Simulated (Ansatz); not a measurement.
An Ansatz (a quantum-chemistry and plane-wave program) run: Pt; Ansatz, PBE, PAW, cutoff 420 eV, no SOC, earlier PAW set.

Input:

Ansatz 0.2 input:
```yaml
crystal:
  lattice:
    - [0, 1.9850440287, 1.9850440287]
    - [1.9850440287, 0, 1.9850440287]
    - [1.9850440287, 1.9850440287, 0]
  atoms:
    - { symbol: Pt, position: [0, 0, 0] }
basis: { ecutwfc: 420, ecutrho_ratio: 4, xc_grid: 2, fft_grid_basis: typed }
kpoints: { mp_grid: { grid: [20, 20, 20] } }
hamiltonian:
  xc: pbe
  dispersion: none
  pseudopotentials: { azcp: { folder: ./paw }, kind: paw }
scf: { occupations: { method: fermi_dirac, width: 0.05 }, convergence: { dr2_threshold: 0.0000000001 } }
output: { forces: true, stress: true }
checkpoint: { write: state.ck, write_every: 1000 }
```

Output (explanatory and most iteration lines left out):

```
Pseudopotential: Pt, paw, valence charge 18
Crystal: 1 atoms, lattice volume = 15.644 Å³
Basis set: ecut = 420 eV, 331 PW (Γ), exchange–correlation on 40×40×40 points (8 copies of the dense FFT grid, shifted against one another)
Bands: 13, of which v1, the nominal top of the filled ones, is band 9 counted from 1 (8 counted from 0)
Symmetry: 48 space group operations
Space group: Fm-3m (ITA 225), of the structure as read, at distance tolerance 2.5e-5 Å
k-points: 256 of 8000
Functional: x = pbe(κ = 0.804, μ = 0.2195149727645171), c = pbe(β = 0.06672455060314922)
SCF iter   1: F=—  HF=-12525.056457 eV  |F-HF|=—  |Δ(HF+E_count)|=         —  Δρ=8.47e-2  dr2=1.09e0  ethr=3.10e-3  ⟨swp⟩=5.0  Hψ=17135  notcnv=0
SCF iter   2: F=—  HF=-12524.772575 eV  |F-HF|=—  |Δ(HF+E_count)|=   2.84e-1  Δρ=3.91e-2  dr2=2.17e-1  ethr=3.10e-3  ⟨swp⟩=2.0  Hψ=6313  notcnv=0
SCF 1 converged in 8 iterations: F = -12524.716141 eV  dr2 = 1.56e-11
SCF converged after 8 iterations
Free energy (F): -12524.716141 eV
Internal energy: -12524.701068 eV  (E = F + TS)
E sigma→0 (E₀):  -12524.708605 eV
Entropy (-TS):   -0.015072 eV (-15.072 meV/atom)
Fermi energy:    22.288406 eV
--- Forces (eV/Å), atoms counted from 1 ---
  atom   1  Pt    -0.00000000    -0.00000000     0.00000000
--- Stress (GPa, compression-positive) ---
       -0.000310      -0.000000      -0.000000
        0.000000      -0.000310      -0.000000
       -0.000000       0.000000      -0.000310
  P = ⅓ Tr σ = -0.0003 GPa (-0.003 kbar)
```

Stability against distortions was not tested. The final runs are not spin-polarised. The cell is Pt in the fcc (Cu type) structure (space group Fm-3m, No. 225).
